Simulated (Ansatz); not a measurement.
The starting structures come from a database of crystals and need not be the phases stable at ambient conditions.

Crystal: HfSiO4 (I4_1/amd, not sure to be the ambient phase, 12 atoms a cell, 10.7 Å³ an atom, 2 GPa at this level); planes in its conventional cell.

Computed with r2SCAN (plane waves, PAW; Ansatz, a first-principles code).

No gap correction and no spin-orbit coupling; mid-gap values are interpolated between computed energies.

```csv
plane,area of the cell (Å²),mid-gap κ (1/Å),largest κ in the gap (1/Å)
(100),39.1,0.42,0.42
(001),42.9,(withheld),(withheld)
(110),27.6,(withheld),(withheld)
```

Question: The slowest decay depends on the direction. Supply the withheld values.

Answer: 
- (001), mid-gap κ (1/Å): 0.43
- (001), largest κ in the gap (1/Å): 0.43
- (110), mid-gap κ (1/Å): 0.46
- (110), largest κ in the gap (1/Å): 0.46
